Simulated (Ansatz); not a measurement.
## Al: pressure series

Take Al (space group P6_3/mmc, No. 194; a = 2.8294 Å, c = 9.3691 Å; a cell from a computed database, its experimental status unchecked) as the base.

Cell and atoms are relaxed at each pressure.

Method: PBEsol/PAW in Ansatz (a program for electronic structure), without spin-orbit coupling.

```tsv
change	shortest interatomic distance	density	c/a ratio
base	2.829 Å	2.76 g/cm³	3.311
pressure −1 GPa	2.840 Å	2.72 g/cm³	3.315
pressure 0.3 GPa	2.826 Å	2.77 g/cm³	3.310
pressure 0.7 GPa	2.822 Å	2.78 g/cm³	3.309
pressure 1.5 GPa	2.815 Å	(withheld)	3.304
pressure 3 GPa	(withheld)	2.85 g/cm³	3.297
pressure 5 GPa	2.785 Å	2.91 g/cm³	3.288
pressure 7.5 GPa	2.766 Å	2.98 g/cm³	3.281
pressure 10 GPa	(withheld)	(withheld)	3.276
```

### Question
Fill in the withheld entries from the trend.

### Answer

- pressure 1.5 GPa, density: 2.81 g/cm³
- pressure 3 GPa, shortest interatomic distance: 2.801 Å
- pressure 10 GPa, shortest interatomic distance: 2.748 Å
- pressure 10 GPa, density: 3.05 g/cm³

Load acts through the strain it causes; cell and atoms are relaxed under it. No phonon test of stability was made. Competing high-pressure phases were not computed. This is not the structure that Al has at room temperature and ambient pressure.
